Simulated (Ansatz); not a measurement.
Base system: GaN (space group P6_422, No. 181; a = 3.125 Å, c = 7.359 Å; a hypothetical phase, not in the database extracts checked). Axes: x lies along a and z along c of the hexagonal cell.

Calculations: PBEsol/PAW in Ansatz (a quantum-chemistry and plane-wave program), scalar-relativistic without spin-orbit coupling.

Modification: the cell is stretched by 5.06 % along x with no lateral relaxation, atoms relaxed at fixed cell.

Task: Predict the stress tensor and what it implies for the stiffness.

Result: Stress of the strained cell less that of the base (GPa, compression positive):
```
 -15.02    0.00    0.00
   0.00   -5.03    0.00
   0.00    0.00   -4.77
```

Then −Δσ_ii/ε with ε = 0.0506 gives secant stiffness values (nonlinear terms included at this strain): C11 ≈ 297 GPa, C12 ≈ 99 GPa and C13 ≈ 94 GPa.

As a check, the harmonic strain energy −½ V₀ Δσ:ε is 25 meV/atom; the computed energy rise is 26 meV/atom.

No phonon test of stability was made. The base started in P3_121 and relaxed to P6_422 at this level.
